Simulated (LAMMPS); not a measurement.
LAMMPS 22 Jul 2025, classical MD, Tersoff (SiC.tersoff): SiC, 10648 atoms.

```json
{
 "task": "MD, nve",
 "potential": "Tersoff, SiC.tersoff",
 "copies_of_the_repeat_unit": "11×11×11",
 "shape (slab and sphere leave vacuum in the box)": "bulk",
 "steps": "2000",
 "timestep": "1 fs",
 "thermo": "50",
 "newton": "on (default)",
 "atom_modify sort (bins of 2 Å where set)": "1000 (default)",
 "comm_style": "brick (default)",
 "box": "48.0 × 48.0 × 48.0 Å",
 "start": "generated zinc blende lattice, warmed in an untimed run"
}
```

All runs start from one configuration, warmed at this fixed volume for 1000 steps under a thermostat at 1200 K. The run at a skin of 2 Å has a mean temperature of 1190 K and a mean pressure of 9.9 GPa.

Each setting ran once; only counts and results are compared.

With neigh_modify every 1 delay 0 check yes, skins of 0.1, 0.3, 0.5, 1, 1.5, 2, 3 Å were run. Further schedules:
- skin 0.3 Å, every 1 delay 10 check yes
- skin 2 Å, every 10 delay 0 check yes
- skin 0.3 Å, every 10 delay 0 check yes
- skin 2 Å, every 20 delay 0 check no
- skin 2 Å, every 100 delay 0 check no
- skin 1 Å, every 10 delay 0 check yes
- skin 0.3 Å, every 100 delay 0 check no

A schedule rebuilds too seldom if it shows a dangerous build, rebuilds less often than the check at every step does at that skin, or fails.

### Question
How often does the distance check rebuild the lists at each skin, and which schedules rebuild too seldom?

### Answer
With the check at every step the rebuilds are 1004 at 0.1 Å, 493 at 0.3 Å, 296 at 0.5 Å, 123 at 1 Å, 0 at 1.5 Å, 0 at 2 Å, 0 at 3 Å. Too seldom: skin 0.3 Å, every 1 delay 10 check yes; skin 0.3 Å, every 10 delay 0 check yes; skin 1 Å, every 10 delay 0 check yes; skin 0.3 Å, every 100 delay 0 check no.

```
setting                                 rebuilds  dangerous builds  list entries an atom  change of the total energy (meV/atom)
--------------------------------------  --------  ----------------  --------------------  -------------------------------------
skin 0.1 Å, every 1 delay 0 check yes       1004                 —                  11.0                                   +1.2
skin 0.3 Å, every 1 delay 0 check yes        493                 —                  15.9                                   +1.3
skin 0.5 Å, every 1 delay 0 check yes        296                 —                  17.0                                   +1.3
skin 1 Å, every 1 delay 0 check yes          123                 —                  28.0                                   +1.2
skin 1.5 Å, every 1 delay 0 check yes          0                 —                  33.7                                   +1.3
skin 2 Å, every 1 delay 0 check yes            0                 —                  46.0                                   +1.3
skin 3 Å, every 1 delay 0 check yes            0                 —                  86.3                                   +1.3
skin 0.3 Å, every 1 delay 10 check yes       200               200                  15.9                                  +0.98
skin 2 Å, every 10 delay 0 check yes           0                 0                  46.0                                   +1.3
skin 0.3 Å, every 10 delay 0 check yes       200               200                  15.9                                  +0.98
skin 2 Å, every 20 delay 0 check no          100       not counted                  46.0                                   +1.4
skin 2 Å, every 100 delay 0 check no          20       not counted                  46.0                                   +1.3
skin 1 Å, every 10 delay 0 check yes          92                 0                  28.0                                   +1.1
skin 0.3 Å, every 100 delay 0 check no        20       not counted                  15.9                                   +5.4
```

List entries are as LAMMPS prints them (Ave neighs/atom).
